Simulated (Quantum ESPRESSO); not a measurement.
Quantum ESPRESSO 7.5, DFT, PBE, plane waves, SSSP 1.1.2 efficiency PBE: fcc Al with 2 Cu on Al sites (Al6Cu2), unrelaxed at the host's lattice constant, 8 atoms. Basis and mesh were picked for this test and aren't claimed converged.

```json
{
 "cell": "5.73, 5.73, 5.73 Å; 60, 60, 60°",
 "task": "scf",
 "k mesh": "5×5×5",
 "ecutwfc": "45 Ry",
 "ecutrho": "360 Ry",
 "occupations": "smearing",
 "smearing": "mv",
 "degauss": "0.02 Ry",
 "conv_thr": "8e-09 Ry",
 "tprnfor": "true",
 "tstress": "false",
 "k-point pools (-nk)": "8",
 "diagonalization": "david (default)",
 "k-points computed": "39",
 "bands": "34",
 "electrons": "56",
 "G-vectors of the density": "103619",
 "FFT grid": "72×72×72",
 "symmetry_operations": "4"
}
```

Settings of this run: mixing_mode = TF, mixing_beta = 1, mixing_ndim = 8; 8 ranks.

```
SCF iteration  band solver's avg # of iterations (first pass)  estimated scf accuracy (Ry)
-------------  ----------------------------------------------  ---------------------------
1                                                         3.7                   7.61480190
2                                                         3.4                  24.53818811
3                                                         2.1                   3.33479388
4                                                         1.1                   1.49560418
5                                                         1.9                   0.63480216
6                                                         4.5                   2.17272739
7                                                         2.3                   0.02229655
8                                                         6.3                   0.00059279
9                                                         8.6                   0.02809257
10                                                        6.9                   0.16406861
11                                                        6.2                   0.40660656
12                                                        1.9                   0.43301817
13                                                        4.9                   0.50239253
14                                                        6.2                   0.88752568
15                                                        3.9                   0.76700622
16                                                        4.0                   0.64075654
17                                                        8.0                   0.01736082
18                                                        4.6                   0.00771286
19                                                        2.7                   0.00376002
20                                                        2.3                   0.00158093
21                                                        1.0                   0.00124013
22                                                        1.0                   0.00116371
23                                                        1.0                   0.00113145
24                                                        2.1                   0.00002467
25                                                        4.2                   0.00001094
26                                                        1.1                   0.00001688
27                                                        1.0                   0.00001331
28                                                        1.0                   0.00000608
29                                                        1.0                   0.00000722
30                                                        3.7                   0.00000236
31                                                        1.0                   0.00000075
32                                                        1.5                   0.00000039
33                                                        2.6                   0.00000002
34                                                        4.3                   0.00000001
35                                                        1.2                      6.7E-09
```

It converged after 35 SCF iterations.

### Question
The cycle is slow. Which setting should be changed?

### Answer
One answer among several that fit: mixing_beta = 0.7 (16 SCF iterations) or mixing_mode = plain (17 SCF iterations), all else kept. The other changes of this size gave: mixing_beta = 0.1 (23); mixing_beta = 0.2 (24); mixing_beta = 0.4 (26). The first change moves the result by: energy equal as printed. Counts are of single runs.
